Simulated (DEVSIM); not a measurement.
Device: Cr/SiO2/p-Ge capacitor, at 300 K.

| layer (left to right) | material | thickness (nm) | Na (cm⁻³) |
|---|---|---|---|
| 1 | SiO2 | 1.30 | - |
| 2 | Ge | 6200 | 9.2e15 |

Metal gate on the left, work function 4.5 eV. Fixed charge at the semiconductor interface 0 cm⁻² (in units of +e); interface traps 1.8e11 cm⁻² eV⁻¹, uniform in energy, neutral level at 0.3 of the gap above the valence band.

The device is made up for the run: typed textbook-type constants, with dimensions and the other settings drawn at random. Values at 300 K.

```tsv
parameter	SiO2	Ge
gap (eV)	9	0.664
affinity (eV)	0.9	4
permittivity	3.9	16
Nc (cm⁻³)	-	1.04e19
Nv (cm⁻³)	-	6e18
```

DEVSIM, 1D Poisson equation in equilibrium, Boltzmann statistics, complete ionisation; no quantum confinement or tunnelling. Metal contacts follow the ideal Schottky-Mott rule: no Fermi-level pinning, no interface dipoles.

The interface trap density was swept, all else fixed.

```
interface trap density (cm^-2 eV^-1)  threshold voltage (band bending 2φF) (V)  minimum of the low-frequency capacitance (μF/cm²)
------------------------------------  ----------------------------------------  -------------------------------------------------
0                                                                         0.33                                             0.0716
1e10                                                                      0.33                                             0.0732
1e11                                                                      0.33                                             0.0868
1.8e11                                                                    0.33                                             0.0988
3e11                                                                      0.34                                              0.117
1e12                                                                      0.35                                              0.216
2e12                                                                      0.37                                              0.344
```

From the first row to the last the threshold voltage (band bending 2φF) goes from 0.33 to 0.37. From the first row to the last the minimum of the low-frequency capacitance goes from 0.0716 to 0.344.
